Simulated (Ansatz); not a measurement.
# Hypothetical P6_3/mmc PbI2, pressure series

Take PbI2 in the 2H-MoS2 type structure (space group P6_3/mmc, No. 194; a = 4.273 Å, c = 14.362 Å; a hypothetical phase, not in the database extracts checked) as the base.

Cell and atoms are relaxed at each pressure.

Levels (all Ansatz, a first-principles code, PAW, earlier PAW set): PBEsol-D3(BJ) (420 eV, no spin-orbit coupling); PBEsol+SOC (420 eV, with spin-orbit coupling).

Band gaps by level, all at the geometries relaxed with PBEsol-D3(BJ):

```
case              PBEsol-D3(BJ)  PBEsol+SOC
----------------  -------------  ----------
base                    1.39 eV     1.06 eV
pressure 0.3 GPa        1.26 eV     0.94 eV
pressure 0.7 GPa        1.10 eV     0.79 eV
pressure 1.5 GPa        0.81 eV     0.52 eV
pressure 3 GPa          0.33 eV     0.06 eV
pressure 5 GPa             zero        zero
pressure 7.5 GPa           zero        zero
pressure 10 GPa            zero        zero
```

Single points use the geometry relaxed with PBEsol-D3(BJ). A case with no gap was solved on a k-mesh chosen for an insulator, which is coarse for it. The spin-orbit shifts are approximate. With I and Pb present, leaving out spin-orbit coupling can change the band edges. Load acts through the strain it causes; cell and atoms are relaxed under it. Stability against distortions was not tested. No other phases were tried under pressure. The runs without spin-orbit coupling are not spin-polarised. The zero or small gap of PbI2 under pressure 5 GPa, PbI2 under pressure 7.5 GPa and PbI2 under pressure 3 GPa can change with the level of theory.
